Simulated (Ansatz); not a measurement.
Start from Mg in the bcc (W type) structure (space group Im-3m, No. 229; a = 3.559 Å; a cell from a computed database, its experimental status unchecked).

The values are results of r2SCAN in Ansatz (plane waves to 500 eV, PAW, no SOC), not measurements.

One change was made to it. Results:

```tsv
quantity	base	after
band gap	zero	zero
shortest interatomic distance	3.082 Å	3.064 Å
```

Which of these changes matches the shifts?
A) pressure 0.7 GPa
B) pressure 10 GPa
C) pressure 0.3 GPa

A, pressure 0.7 GPa. For comparison, the shortest interatomic distance in the other runs: pressure 10 GPa gives 2.901 Å; pressure 0.3 GPa gives 3.074 Å.

Load acts through the strain it causes; cell and atoms are relaxed under it. Stability against distortions was not tested. Competing high-pressure phases were not computed. This is not the structure that Mg has at room temperature and ambient pressure.

Ansatz is a program for electronic structure.
